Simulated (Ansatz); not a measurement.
ZnS: response to strain

Start from ZnS in the zinc blende structure (space group F-43m, No. 216; a = 5.357 Å). Axes: x, y, z lie along the cube axes.

Strains are applied to the cell and any free atomic positions relax; under biaxial strain the out-of-plane vector relaxes too.

Level of theory: PBEsol/PAW in Ansatz (a quantum-chemistry and plane-wave program), no spin-orbit coupling.

Candidates:
(a) biaxial strain −1.50 %, plane normal [001], relaxed out of plane
(b) biaxial strain −2.00 %, plane normal [001], relaxed out of plane
(c) biaxial strain +1.50 %, plane normal [001], relaxed out of plane
(d) biaxial strain −2.50 %, plane normal [001], relaxed out of plane

Q: Order them by out-of-plane strain, highest first.

A: (d) biaxial strain −2.50 %, plane normal [001], relaxed out of plane (+2.96 %), (b) biaxial strain −2.00 %, plane normal [001], relaxed out of plane (+2.38 %), (a) biaxial strain −1.50 %, plane normal [001], relaxed out of plane (+1.78 %), (c) biaxial strain +1.50 %, plane normal [001], relaxed out of plane (-1.85 %)

Whether these cells are dynamically stable was not tested.
